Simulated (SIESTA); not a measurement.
A self-consistent single point of SnO2 (P4_2/mnm, 6 atoms in the cell) with SIESTA.

Level of theory: GGA PBE with spin-orbit coupling, numerical atomic orbitals TZP, PseudoDojo PBE fully relativistic norm-conserving potentials (rewritten from UPF to PSML) (SIESTA).

```xyz
6
Lattice="4.7400 0.0000 0.0000 0.0000 4.7400 0.0000 0.0000 0.0000 3.1900" Properties=species:S:1:pos:R:3 pbc="T T T"
Sn     0.0000     0.0000     0.0000
Sn     2.3700     2.3700     1.5950
O      1.4552     1.4552     0.0000
O      3.8252     0.9148     1.5950
O      0.9148     3.8252     1.5950
O      3.2848     3.2848     0.0000
```

Reference input (self-consistent single point, DFT, GGA PBE, numerical atomic orbitals TZP, PseudoDojo PBE standard norm-conserving potentials (rewritten from UPF to PSML)): XC.functional = GGA; XC.authors = PBE; potentials = PseudoDojo PBE standard; PAO.BasisSize = TZP; PAO.EnergyShift = 0.01 Ry; MeshCutoff = 350 Ry; kgrid.MonkhorstPack = 4 4 5; OccupationFunction = FD; ElectronicTemperature = 116.05 K; MaxSCFIterations = 150; SCF.Mixer.Method = Pulay; SCF.Mixer.Weight = 0.2. This run's input differs from it in these lines:

```diff
@@ -1,2 +1,2 @@
-# files in the folder: Sn.psml O.psml (PseudoDojo PBE standard)
+# files in the folder: Sn.psml O.psml (PseudoDojo PBE fully relativistic)
 SystemName  SnO2
@@ -38,2 +38,11 @@
 ElectronicTemperature        116.05 K
+Spin                         spin-orbit
+%block DM.InitSpin
+  1 0.00 0.00 0.00
+  2 0.00 0.00 0.00
+  3 0.00 0.00 0.00
+  4 0.00 0.00 0.00
+  5 0.00 0.00 0.00
+  6 0.00 0.00 0.00
+%endblock DM.InitSpin
```

Output (repeated stretches shortened):

```
        iscf     Eharris(eV)        E_KS(eV)     FreeEng(eV)     dDmax    Ef(eV) dHmax(eV)
   scf:    1    -6062.364221    -6079.932875    -6079.932875  0.866140 -5.485702  6.693041
     spin moment: {S} , |S| = {   -0.00000   -0.00000    0.00000 }     0.00000
   scf:    2    -6087.943412    -6084.445737    -6084.445737  0.040078 -5.397849  3.886078
     spin moment: {S} , |S| = {   -0.00000   -0.00000    0.00000 }     0.00000
   scf:    3    -6086.370005    -6085.807981    -6085.807981  0.051513 -5.352792  1.327310
     spin moment: {S} , |S| = {   -0.00000   -0.00000    0.00000 }     0.00000
   [... lines left out ...]
     spin moment: {S} , |S| = {    0.00000   -0.00000    0.00000 }     0.00000
   scf:    7    -6085.863427    -6085.863359    -6085.863359  0.000452 -5.378229  0.001062
     spin moment: {S} , |S| = {    0.00000    0.00000    0.00000 }     0.00000
   scf:    8    -6085.863350    -6085.863358    -6085.863358  0.000044 -5.378530  0.003206
     spin moment: {S} , |S| = {    0.00000   -0.00000    0.00000 }     0.00000
   scf:    9    -6085.863376    -6085.863359    -6085.863359  0.000079 -5.378007  0.000016
     spin moment: {S} , |S| = {    0.00000   -0.00000   -0.00000 }     0.00000
SCF Convergence by DM+H criterion
max |DM_out - DM_in|         :     0.0000789895
max |H_out - H_in|      (eV) :     0.0000161839
SCF cycle converged after 9 iterations

Using DM_out to compute the final energy and forces

siesta: E_KS(eV) =            -6085.8634

siesta: E_KS - E_eggbox =     -6085.8634

siesta: Atomic forces (eV/Ang):
     1   -0.000000   -0.000000   -0.000000
     2   -0.000000    0.000000   -0.000000
     3   -0.117592   -0.117592    0.000000
     4   -0.117592    0.117592    0.000000
     5    0.117592   -0.117592    0.000000
     6    0.117592    0.117592    0.000000
   Tot   -0.000000    0.000000   -0.000000
   Max    0.117592
   Res    0.078395    sqrt( Sum f_i^2 / 3N )
   Max    0.117592    constrained

   [... lines left out ...]
siesta: FreeEng =     -6085.863359
siesta: Cell volume =         71.671644 Ang**3
siesta:         138.36130629        140.25522718  kBar
   [... lines left out ...]
     3    -0.330293    6.330293    0.000000   -0.000000   -0.000000   -0.000000  O
     4    -0.330293    6.330293    0.000000    0.000000    0.000000   -0.000000  O
     5    -0.330293    6.330293    0.000000   -0.000000    0.000000    0.000000  O
     6    -0.330293    6.330293    0.000000    0.000000    0.000000    0.000000  O
 Total     0.000000                0.000000    0.000000   -0.000000   -0.000000
```

The run converged in 9 iterations. Against the reference run the pressure goes from 13.54 to 13.84 GPa, the largest force moves little (0.165 to 0.166 eV/Å) and the gap on the mesh moves little (0.978 to 0.986 eV).

The starting cell has typed, rounded lattice constants, without a prior relaxation at this level. Values carry the incompleteness of an atom-centred basis. With a pressure of about 14 GPa the cell is away from its equilibrium volume at this level.

Cost on one core of a shared machine: roughly 4 min.
